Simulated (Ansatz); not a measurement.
Take NiSi (space group Pnma, No. 62; a = 5.105 Å, b = 3.360 Å, c = 5.504 Å; non-magnetic) as the base. Axes: x, y, z lie along a, b, c of the conventional cell.

Calculations: DFT with PBEsol, PAW potentials and a 420 eV plane-wave cutoff in Ansatz (an electronic-structure program), no spin-orbit coupling, earlier PAW set.

For the base:

The pressure is 0.0 GPa and the volume per atom is 11.80 Å³. The band gap comes out as zero.

One thing is altered: compressive biaxial strain of 2.80 % in the plane normal to [001], as in epitaxy on a mismatched substrate; the out-of-plane cell vector and the atoms relax.

Question: What happens to the pressure?

Answer: The pressure (mean of the normal stresses, compression positive) goes from zero to 6.0 GPa.

Question: Estimate the effect on the volume per atom.

Answer: The volume per atom drops by 0.28 Å³ to 11.52 Å³.

Question: Predict the new band gap.

Answer: The band gap stays zero.

Without a gap, meshes like the base's 9×14×9 leave anisotropic stresses uncertain by several tenths of a GPa, and small strain energies with them. Whether these cells are dynamically stable was not tested. Starting moments died away, wholly or in part, for the base; another magnetic solution may exist. The final runs are not spin-polarised.
